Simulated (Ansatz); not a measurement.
Consider SiO$_{2}$ in the CdI2 type structure (space group P-3m1, No. 164; a = 2.670 Å, c = 4.542 Å; a hypothetical phase, not in the database extracts checked; layered, stacked along the Cartesian z axis).

Modification: a free-standing slab of 1 layer (3 atoms, 3 a layer) is cut normal to the stacking axis, with 15 Å of vacuum and the in-plane cell relaxed.

Levels (all Ansatz, a quantum-chemistry and plane-wave program, PAW): r2SCAN+rVV10 (500 eV, no spin-orbit coupling); HSE06+SOC (420 eV, noncollinear with spin-orbit coupling).

The geometry is relaxed with r2SCAN+rVV10.

```
Property                 Value
---------------------  -------
r2SCAN+rVV10 band gap  7.92 eV
```

### Question
Predict the band gap from HSE06+SOC.

### Answer
The band gap rises by 1.018 eV (7.92 eV → 8.93 eV).

Single points use the geometry relaxed with r2SCAN+rVV10. HSE06 was sampled on its mesh, a few special points and the semilocal edge points, so its gap is an upper bound. Differences between runs with and without spin-orbit coupling are approximate. Whether these cells are dynamically stable was not tested.
